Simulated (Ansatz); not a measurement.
The reference is SiC in the zinc blende structure (space group F-43m, No. 216; a = 4.3797 Å).

(Cell as relaxed with PBE.)

Levels (all Ansatz, a first-principles code, PAW, earlier PAW set): PBE (420 eV, scalar-relativistic without spin-orbit coupling); r2SCAN (500 eV, no SOC).

Each level relaxes its own structure.

```csv
base,PBE,r2SCAN
volume per atom,10.50 Å³,10.34 Å³
lattice parameter a,4.380 Å,4.357 Å
band gap,1.37 eV,1.71 eV
```

One thing is altered: cell and atoms relaxed at a pressure of 0.7 GPa.

| quantity | PBE | r2SCAN |
|---|---|---|
| hole mass (degenerate bands, along [100]) | 0.36, 0.59, 0.59 mₑ (at Γ) | 0.36, 0.57, 0.57 mₑ (at Γ) |
| smallest direct gap | 4.54 eV | 5.06 eV |
| band gap | 1.37 eV | 1.71 eV |
| electron mass | 0.68 mₑ along k, 0.23 mₑ across (at X) | 0.64 mₑ along k, 0.23 mₑ across (at X) |

PBE's smallest direct gap lies 0.52 eV below r2SCAN's; PBE's band gap lies 0.34 eV below r2SCAN's. Neither level is exact; r2SCAN is the comparison here, not a measurement.

Load acts through the strain it causes; cell and atoms are relaxed under it. Masses are band curvatures over ±0.01 Å⁻¹ around the edge. Along k means along the line from Γ to the band edge. No phonon test of stability was made.
